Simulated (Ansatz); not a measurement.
AlB2-type TiB₂ was calculated with LDA (PAW; Ansatz, a program for electronic structure).

Numerical settings: plane-wave cutoff 520 eV, 18×18×12 k mesh (along the axes of the cell as run), Fermi–Dirac smearing 0.1 eV, perturbation theory, force constants from a 6×6×4 q mesh, no spin polarisation, scalar-relativistic PAW data made under PBE.

Computed at the level's own relaxed cell. Harmonic vibrational thermodynamics at fixed volume:

```tsv
T (K)	S_vib (J/K per mol of atoms)	C_V (J/K per mol of atoms)	F_vib (eV/atom)
0	0.00	0.00	0.1057
200	4.25	8.86	0.1032
600	21.42	21.11	0.0482
700	24.75	22.02	0.0243
800	27.73	22.65	-0.0030
900	30.43	23.10	-0.0331
1000	32.88	23.43	-0.0660
```

The crystal is taken as a harmonic solid at every temperature: melting, phase changes and thermal expansion are not seen, nor the electrons' share in a metal.
